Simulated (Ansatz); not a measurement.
**SnSe2, pressure series**

The reference is SnSe₂ in the CdI2 type structure (space group P-3m1, No. 164; a = 3.826 Å, c = 6.231 Å; layered, stacked along the Cartesian z axis).

Cell and atoms are relaxed at each pressure.

Method: r2SCAN+rVV10 in Ansatz (plane waves to 500 eV, PAW, no spin-orbit coupling).

| variant | lattice parameter a | band gap |
|---|---|---|
| base | 3.826 Å | 0.94 eV |
| pressure −1 GPa | 3.843 Å | 1.00 eV |
| pressure 0.9 GPa | 3.812 Å | 0.83 eV |
| pressure 2.1 GPa | 3.795 Å | 0.69 eV |
| pressure 4.5 GPa | 3.765 Å | 0.49 eV |
| pressure 9 GPa | 3.716 Å | 0.24 eV |
| pressure 15 GPa | 3.663 Å | zero |
| pressure 22.5 GPa | 3.602 Å | zero |
| pressure 30 GPa | 3.547 Å | zero |

A case with no gap was solved on a k-mesh chosen for an insulator, which is coarse for it. Load acts through the strain it causes; cell and atoms are relaxed under it. Whether these cells are dynamically stable was not tested. Competing high-pressure phases were not computed. All final runs are without spin polarisation. The zero or small gap of SnSe2 under pressure 9 GPa, SnSe2 under pressure 15 GPa and SnSe2 under pressure 22.5 GPa can change with the level of theory.

Ansatz is an electronic-structure program.
